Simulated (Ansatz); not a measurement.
Ansatz (an electronic-structure program) run on a (001) slab of LaBPd3 (cut from a parent of space group no. 221; 10 atoms in the cell): self-consistent single point.

Method of the run: PBEsol, default PAW files made with PBE (plane waves; Ansatz).

```yaml
crystal:
  lattice:
    - [4.39533, 0.00000, 0.00000]
    - [0.00000, 4.39533, 0.00000]
    - [0.00000, 0.00000, 20.59300]
  atoms:
    - { symbol: La, position: [0.00000, 0.00000, 0.44664] }
    - { symbol: B, position: [0.50000, 0.50000, 0.33992] }
    - { symbol: Pd, position: [0.00000, 0.50000, 0.33992] }
    - { symbol: Pd, position: [0.50000, 0.00000, 0.33992] }
    - { symbol: Pd, position: [0.50000, 0.50000, 0.44664] }
    - { symbol: La, position: [0.00000, 0.00000, 0.66008] }
    - { symbol: B, position: [0.50000, 0.50000, 0.55336] }
    - { symbol: Pd, position: [0.00000, 0.50000, 0.55336] }
    - { symbol: Pd, position: [0.50000, 0.00000, 0.55336] }
    - { symbol: Pd, position: [0.50000, 0.50000, 0.66008] }
```

Reference input (self-consistent single point, DFT, PBEsol, plane waves, default PAW files made with PBE): basis.ecutwfc = 420 eV; kpoints.mp_grid.grid = 7 7 1; hamiltonian.xc = pbesol; hamiltonian.pseudopotentials = {kind: paw} (the program's default PAW files); scf.occupations.method = fermi_dirac; scf.occupations.width = 0.1 eV. This run's input differs from it in these lines:

Ansatz 0.2 input:
```diff
@@ -17,3 +17,3 @@
 basis:
-  ecutwfc: 420.0
+  ecutwfc: 630.0
 kpoints:
```

Output, abridged:

```
SCF iter   1: F=—  HF=-54070.203943 eV  |F-HF|=—  |Δ(HF+E_count)|=         —  Δρ=7.77e-3  dr2=4.12e0  ethr=1.77e-3  ⟨swp⟩=7.1  Hψ=3578  notcnv=0
all-band conjugate gradients solve this SCF's bands
preconditioner: auto → LDOS
SCF iter   2: F=—  HF=-54070.088856 eV  |F-HF|=—  |Δ(HF+E_count)|=   1.15e-1  Δρ=7.36e-3  dr2=2.14e-1  ethr=1.77e-3  ⟨swp⟩=2.8  Hψ=1368  notcnv=0
   [... lines left out ...]
SCF iter   7: F=—  HF=-54070.046058 eV  |F-HF|=—  |Δ(HF+E_count)|=   3.12e-5  Δρ=4.43e-5  dr2=1.31e-5  ethr=4.96e-8  ⟨swp⟩=2.1  Hψ=1378  notcnv=0
SCF iter   8: F=—  HF=-54070.046059 eV  |F-HF|=—  |Δ(HF+E_count)|=   8.67e-7  Δρ=1.27e-5  dr2=3.01e-6  ethr=9.65e-9  ⟨swp⟩=2.2  Hψ=1303  notcnv=0
SCF iter   9: F=—  HF=-54070.046059 eV  |F-HF|=—  |Δ(HF+E_count)|=   4.70e-7  Δρ=6.93e-6  dr2=4.88e-7  ethr=2.21e-9  ⟨swp⟩=2.0  Hψ=1255  notcnv=0
SCF iter  10: F=-54070.046059 eV  HF=-54070.046059 eV  |F-HF|=1.18e-8  |Δ(HF+E_count)|=   1.35e-7  Δρ=2.75e-6  dr2=5.00e-8  ethr=7.35e-11  ⟨swp⟩=9.8  Hψ=3714  notcnv=0
SCF 1 converged in 10 iterations: F = -54070.046059 eV  dr2 = 5.00e-8
Free energy (F): -54070.046059 eV
Internal energy: -54069.820503 eV  (E = F + TS)
E sigma→0 (E₀):  -54069.933281 eV
Entropy (-TS):   -0.225556 eV (-22.556 meV/atom)
Fermi energy:    4.533014 eV
--- Forces (eV/Å), atoms counted from 1 ---
  atom   1  La     0.00000000     0.00000000    -0.48527321
  atom   2  B      0.00000000     0.00000000    -0.17322206
  atom   3  Pd     0.00000000     0.00000000     0.68929727
  atom   4  Pd     0.00000000     0.00000000     0.68929727
  atom   5  Pd     0.00000000     0.00000000    -0.12710050
  atom   6  La     0.00000000     0.00000000     0.08615953
  atom   7  B      0.00000000     0.00000000     0.87277271
  atom   8  Pd     0.00000000     0.00000000    -0.10381613
  atom   9  Pd    -0.00000000     0.00000000    -0.10381613
  atom  10  Pd     0.00000000     0.00000000    -1.34450815
--- Stress (GPa, compression-positive) ---
       -4.863852       0.000000       0.000000
        0.000000      -4.863852       0.000000
        0.000000       0.000000      -2.718386
  P = ⅓ Tr σ = -4.1487 GPa (-41.487 kbar)
  The stress holds the Pulay correction. Without it, at fixed plane waves, as pw.x and ABINIT print it: P = -4.1537 GPa
```

The run converged in 10 iterations. Against the reference run the free energy goes down by 1.5 meV/atom and the largest force hardly changes (1.343 to 1.345 eV/Å).

The starting cell comes from a database of computed structures (which also holds hypothetical and non-ambient phases and stackings), without a prior relaxation at this level. The slab is cut from that crystal, and its faces are unrelaxed. Its lattice was rescaled by up to half a per cent. Spin polarisation is off. The two faces of this cut differ, and no dipole correction was used. Forces in this geometry exceed 1 eV/Å.
